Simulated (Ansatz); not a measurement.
BeTe: pressure series

The reference is BeTe in the zinc blende structure (space group F-43m, No. 216; a = 5.6637 Å).

Cell and atoms are relaxed at each pressure.

Method: PBE (Ansatz, a program for electronic structure, PAW, no SOC).

Notes on the quantities. enthalpy: H = E + PV relative to the base's energy.

| variant | density | enthalpy | electron mass |
|---|---|---|---|
| base | 4.99 g/cm³ | – | 1.9 mₑ along k, 0.26 mₑ across (at X) |
| pressure −2 GPa | 4.81 g/cm³ | -0.29 eV/atom | 2.1 mₑ along k, 0.26 mₑ across (at X) |
| pressure −1 GPa | 4.90 g/cm³ | -0.14 eV/atom | 2.0 mₑ along k, 0.26 mₑ across (at X) |
| pressure 0.3 GPa | 5.02 g/cm³ | +0.04 eV/atom | 1.9 mₑ along k, 0.26 mₑ across (at X) |
| pressure 0.7 GPa | 5.05 g/cm³ | +0.10 eV/atom | 1.9 mₑ along k, 0.26 mₑ across (at X) |
| pressure 1.5 GPa | 5.12 g/cm³ | +0.21 eV/atom | 1.8 mₑ along k, 0.25 mₑ across (at X) |
| pressure 3 GPa | 5.24 g/cm³ | +0.41 eV/atom | 1.7 mₑ along k, 0.25 mₑ across (at X) |
| pressure 5 GPa | 5.39 g/cm³ | +0.68 eV/atom | 1.5 mₑ along k, 0.25 mₑ across (at X) |
| pressure 7.5 GPa | 5.56 g/cm³ | +1.00 eV/atom | 1.5 mₑ along k, 0.24 mₑ across (at X) |
| pressure 10 GPa | 5.72 g/cm³ | +1.32 eV/atom | 1.4 mₑ along k, 0.24 mₑ across (at X) |

With Te present, leaving out spin-orbit coupling can change the band edges. The levels and masses belong to the bands next to the band gap. Load acts through the strain it causes; cell and atoms are relaxed under it. Effective masses come from finite differences of ±0.01 Å⁻¹. Along k means along the line from Γ to the band edge. No phonon test of stability was made. No other phases were tried under pressure.
